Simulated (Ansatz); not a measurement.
Start from InAs in the zinc blende structure (space group F-43m, No. 216; a = 6.087 Å). Axes: x, y, z lie along the cube axes.

The values are results of PBEsol/PAW in Ansatz (a first-principles code), without spin-orbit coupling, not measurements.

Before the change:

The pressure is 0.0 GPa, the shortest interatomic distance is 2.636 Å and the band gap is zero.

Now apply this change: biaxial strain −1.00 %, plane normal [001], relaxed out of plane (Cartesian); in-plane vectors clamped, the third vector and the atoms free.

What happens to the energy relative to the base?

The energy goes up by 1.3 meV/atom.

Estimate the effect on the pressure.

The pressure (mean of the normal stresses, compression positive) goes from zero to 0.5 GPa.

What does the calculation give for the shortest interatomic distance after the change?

The shortest interatomic distance falls by 0.008 Å to 2.628 Å.

Estimate the effect on the band gap.

The band gap remains zero.

The mesh was chosen for an insulator and is coarse for the gapless case. No phonon test of stability was made. All final runs are without spin polarisation. The zero or small gap of InAs can change with the level of theory.
